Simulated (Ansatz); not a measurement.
```
CELL_PARAMETERS angstrom
     -2.86986     2.82745     5.59366
      2.86986    -2.82745     5.59366
      2.86986     2.82745    -5.59366
ATOMIC_POSITIONS crystal
  As 0.37500 0.37502 0.50002
  As 0.62669 0.12500 0.00169
  As 0.87500 0.87498 0.49998
  As 0.12331 0.62500 0.99831
  Ge 0.49979 0.49979 0.00000
  Ge 0.25021 0.75021 0.50000
  Zn 0.00034 0.00034 0.00000
  Zn 0.74966 0.24966 0.50000
```

No spin polarisation.

The values are results of PBEsol/PAW in Ansatz (an electronic-structure program), spin-orbit coupling left out, not measurements. Settings: 8×8×8 k-points, 0.05 eV Fermi–Dirac smearing.

Task: Predict the pressure and band gap.

Result: Pressure (mean of the normal stresses, compression positive): -1.0 GPa
Band gap: zero

The cells carry an imposed strain or load. No phonon test of stability was made. All final runs are without spin polarisation. The cell was made from ZnGeAs₂ in the chalcopyrite structure (space group I-42d, No. 122) by this change: uniaxial strain ε_xx = +1.50 %. Gaps under 0.05 eV, about the width of the smearing, are given as zero. A zero or small gap of ZnGeAs2 can be the functional's error rather than a property of the material.
